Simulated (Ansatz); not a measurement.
## CdS, pressure series

The parent structure is CdS in the zinc blende structure (space group F-43m, No. 216).

```cif
data_Cd4S4
_chemical_formula_sum 'S4 Cd4'
_space_group_name_H-M_alt 'F-43m'
_space_group_IT_number 216
_space_group_name_Hall 'F -4 2 3'
_cell_length_a 5.92662
_cell_length_b 5.92662
_cell_length_c 5.92662
_cell_angle_alpha 90.000
_cell_angle_beta 90.000
_cell_angle_gamma 90.000
loop_
_atom_site_label
_atom_site_type_symbol
_atom_site_symmetry_multiplicity
_atom_site_Wyckoff_symbol
_atom_site_fract_x
_atom_site_fract_y
_atom_site_fract_z
_atom_site_occupancy
S1 S 4 c 0.25000 0.25000 0.25000 1
Cd1 Cd 4 a 0.00000 0.00000 0.00000 1
```
(The calculation used a cell of 2 atoms; values per cell refer to that cell.)

Cell and atoms are relaxed at each pressure.

Level of theory: PBE (Ansatz, a program for electronic structure; PAW; 420 eV plane waves; spin-orbit coupling left out).

Candidates:
(a) pressure 3 GPa
(b) pressure 50 GPa
(c) pressure 100 GPa

Base values:

* **Band gap**: 1.04 eV

Question: Order them by band gap, lowest first.

Answer: (a) pressure 3 GPa (1.15 eV), (b) pressure 50 GPa (1.71 eV), (c) pressure 100 GPa (1.80 eV)

Load acts through the strain it causes; cell and atoms are relaxed under it. Whether these cells are dynamically stable was not tested. Tetrahedral semiconductors of this kind turn to denser phases somewhere between about 1 and 50 GPa; those were not computed, so compressed cells here can lie past the real transition.
